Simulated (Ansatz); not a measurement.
**fcc Al (1 1 0) on zinc-blende AlAs (1 1 0) (film strained to the substrate, started from cuts of the bulks and a machine-learned relaxation; slabs Al8As8 and Al16, which can lie off the formulas)**

A periodic stack without vacuum, fcc Al (1 1 0) on zinc-blende AlAs (1 1 0) (film strained to the substrate, started from cuts of the bulks and a machine-learned relaxation; slabs Al8As8 and Al16, which can lie off the formulas): substrate slab Al8As8, film Al16, surface cells [[0, -1], [1, -1]] and [[1, 0], [1, 2]], film strained by +0.2 and +0.2 %, outermost planes AlAs/AlAs and Al/Al as cut, which need not be the usual terminations and can put a slab off its formula.

The start was prepared with a machine-learned potential, and the result is one local minimum, with the in-plane cell held and forces under 0.04 eV/Å; the film can end far from its bulk form.

These are PBE (plane waves to 420 eV, PAW; Ansatz, a program for electronic structure) values and carry that method's errors. Spin–orbit coupling is left out; the runs are not spin-polarised; PBE gaps are too small against experiment. Its k-point mesh 9×6×1, Fermi–Dirac width 0.05 eV.

| Item | Value |
|---|---|
| interface area | 23.2 Å² |
| period | 28.58 Å |
| heights between the nearest atoms of the two slabs at the two interfaces | 2.21 and 2.23 Å |
| Al–Al contacts across the interfaces within 1.22 times the sum of covalent radii | 2, mean 2.68 Å |
| Al–As contacts across the interfaces within 1.22 times the sum of covalent radii | 2, mean 2.51 Å |
| hole barrier (PBE) | 0.77 eV |
| electron barrier (PBE) | 0.74 eV |

```xyz
32
Lattice="4.0510 0.0008 -0.0009 4.0502 5.7266 0.1822 -1.6885 0.4235 28.6070" Properties=species:S:1:pos:R:3 pbc="T T T"
Al     3.2512     0.5281     3.1607
Al     5.2174     3.5126     1.1740
Al     3.2336     0.4222     7.1975
Al     5.2614     3.3420     5.2416
Al     3.2324     0.2968    11.2401
Al     5.2565     3.2315     9.2939
Al     3.2900     0.2013    15.3276
Al     5.2525     3.0716    13.3141
As     3.2036     2.0290     1.1981
As     5.2796     4.8458     3.2664
As     3.2369     1.9132     5.2186
As     5.2587     4.7168     7.3090
As     3.2310     1.7999     9.2626
As     5.2572     4.5963    11.3645
As     3.2247     1.6607    13.3168
As     5.3032     4.4594    15.3577
Al     2.5134     2.4060    18.9659
Al     2.4984     5.2322    19.0093
Al     4.5943     3.7668    17.6498
Al     0.4294     1.0258    17.6039
Al     2.4959     5.1510    21.8892
Al     2.5202     2.2842    21.8273
Al     0.4694     0.9025    20.3936
Al     4.5377     3.7698    20.5043
Al     2.5038     2.1784    24.6287
Al     2.5191     5.0270    24.7494
Al     4.5244     3.6622    23.3286
Al     0.4944     0.7840    23.2342
Al     2.5281     4.9632    27.5302
Al     2.4183     2.0006    27.4908
Al     0.4512     0.7009    26.0788
Al     4.5164     3.5246    26.2160
```
